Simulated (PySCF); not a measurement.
PySCF 2.14.0, PBE/def2-svp, df: Ga(Cl)4 ([Cl][Ga-]([Cl])([Cl])[Cl]), charge -1, multiplicity 1, 5 atoms. The geometry is a generated start, not checked to be a minimum at this level.

```
Quantity                      Result
-------------------  ---------------
task                          energy
method                           pbe
basis                       def2-svp
two-electron scheme  density fitting
mol.max_memory               3000 MB
mf.max_cycle                     100
mf.conv_tol          1e-09 (default)
mf.grids.level           3 (default)
basis functions                  104
grid points                    96424
```

```xyz
5

Ga     0.0003     0.0005     0.0001
Cl     1.7308    -0.5837    -1.1747
Cl     0.6282     0.4822     2.0224
Cl    -0.9351     1.7397    -0.9030
Cl    -1.4241    -1.6386     0.0552
```

Charge -1 and multiplicity 1 are set for this test and not shown to be the ground state.

With the defaults (mf.DIIS = CDIIS, mf.diis = true, mf.damp = 0, mf.diis_start_cycle = 1, mf.diis_space = 8, mf.init_guess = minao, newton = off, mf.diis_damp = 0) it converges in 11 Fock builds. One run each on 2 threads, 1 BLAS thread, with these changes:
- mf.init_guess = huckel
- mf.diis_space = 12
- mf.DIIS = EDIIS
- mf.diis = false
- mf.diis_damp = 0.3
- mf.diis_space = 20
- newton = Hessian by the SCF's own integrals
- mf.init_guess = sap
- mf.damp = 0.7, mf.diis_start_cycle = 8

Question: Which runs fail or end elsewhere than the default run?

Answer: No convergence: mf.DIIS = EDIIS; mf.diis = false (the run ends without SCF convergence in 100 cycles). The rest reach the solution of the defaults.

```tsv
setting	Fock builds	end
mf.diis_damp = 0.3	10	same solution
the defaults	11	same solution
mf.diis_space = 20	11	same solution
mf.diis_space = 12	11	same solution
mf.init_guess = sap	11	same solution
mf.init_guess = huckel	11	same solution
mf.damp = 0.7, mf.diis_start_cycle = 8	14	same solution
newton = Hessian by the SCF's own integrals	22	same solution
mf.DIIS = EDIIS	101	no convergence
mf.diis = false	101	no convergence
```

Under newton the count holds the products with the orbital Hessian.
